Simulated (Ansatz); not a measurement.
A computed series for Sn: point defects

Base system: an 8-atom supercell of Sn (space group I4_1/amd, No. 141; a = 5.947 Å, c = 3.212 Å) at its relaxed geometry.

One neutral defect a cell, atoms relaxed at fixed cell.

Level of theory: Ansatz (an electronic-structure program) PBE, scalar-relativistic without spin-orbit coupling, earlier PAW set.

```json
[
 {"change": "perfect supercell", "pressure": "0.1 GPa", "largest displacement of a host atom from its site in the perfect cell": "–"},
 {"change": "Ir on a Sn site, symmetric start", "pressure": "-3.0 GPa", "largest displacement of a host atom from its site in the perfect cell": "0.45 Å"},
 {"change": "Li interstitial (started 1.96 Å from the nearest host atom)", "pressure": "4.5 GPa", "largest displacement of a host atom from its site in the perfect cell": "0.51 Å"},
 {"change": "Li interstitial (started 2.13 Å from the nearest host atom), symmetric start", "pressure": "4.5 GPa", "largest displacement of a host atom from its site in the perfect cell": "0.53 Å"},
 {"change": "Ru on a Sn site, symmetric start", "pressure": "-3.1 GPa", "largest displacement of a host atom from its site in the perfect cell": "0.44 Å"},
 {"change": "Zn on a Sn site", "pressure": "___", "largest displacement of a host atom from its site in the perfect cell": "___"}
]
```

Question: What belongs in the blanks?

Answer: 
- Zn on a Sn site, pressure: -2.3 GPa
- Zn on a Sn site, largest displacement of a host atom from its site in the perfect cell: 0.20 Å

In so small a cell the defect repeats every few ångströms: this is an ordered compound, not a dilute defect. Defects with a symmetric start kept the site's symmetry and may sit on a saddle; the others started slightly shaken. All final runs are without spin polarisation.
